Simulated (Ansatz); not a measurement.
We consider stishovite (SiO2), described by LDA (Ansatz, an electronic-structure program, PAW).

Run with plane-wave cutoff 500 eV, 8×8×12 k mesh (along the axes of the cell as run), gaussian smearing 0.02 eV, scalar-relativistic PAW data made under PBE.

Computed at the level's own relaxed cell.

**Question.** Estimate the volume per atom, lattice constant a, lattice parameter c and band gap that the calculation returns.

**Answer.** 
volume per atom: 7.66 Å³/atom
lattice constant a: 4.155 Å
lattice parameter c: 2.662 Å
band gap: 5.81 eV (on the SCF k mesh)

Measured, for comparison: lattice constant a 4.179 Å, lattice parameter c 2.665 Å (room temperature, no zero-point or thermal correction; as tabulated in Hiroi (2015), arXiv:1503.02262). Computed (rounded) less measured: lattice constant a -0.6 %, lattice parameter c -0.1 %. A static lattice is as a rule a little smaller and stiffer than an uncorrected measurement, which narrows the difference in the lattice constant a and would widen misses of the other sign.

Static lattice: no zero-point or thermal effects.

Cost on a shared machine: around 50 core-seconds (rough).
